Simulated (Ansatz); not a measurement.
Consider ZnAu in the CsCl type structure (space group Pm-3m, No. 221; a = 3.129 Å; relaxed with 0.1 eV smearing). Axes: x, y, z lie along the cube axes.

Level of theory: PBEsol (Ansatz, a quantum-chemistry and plane-wave program), no SOC.

One thing is altered: the cell is stretched by 2.50 % along z with no lateral relaxation, atoms relaxed at fixed cell.

Task: Predict the stress tensor and what it implies for the stiffness.

Result: Stress of the strained cell less that of the base (GPa, compression positive):
```
   -3.3     0.0     0.0
    0.0    -3.3     0.0
    0.0     0.0    -3.4
```

Then −Δσ_ii/ε with ε = 0.0250 gives secant stiffness values (nonlinear terms included at this strain): C33 ≈ 134 GPa, C13 ≈ 130 GPa and C23 ≈ 130 GPa.

As a check, the harmonic strain energy −½ V₀ Δσ:ε is 4.0 meV/atom; the computed energy rise is 4.1 meV/atom.

Whether these cells are dynamically stable was not tested.
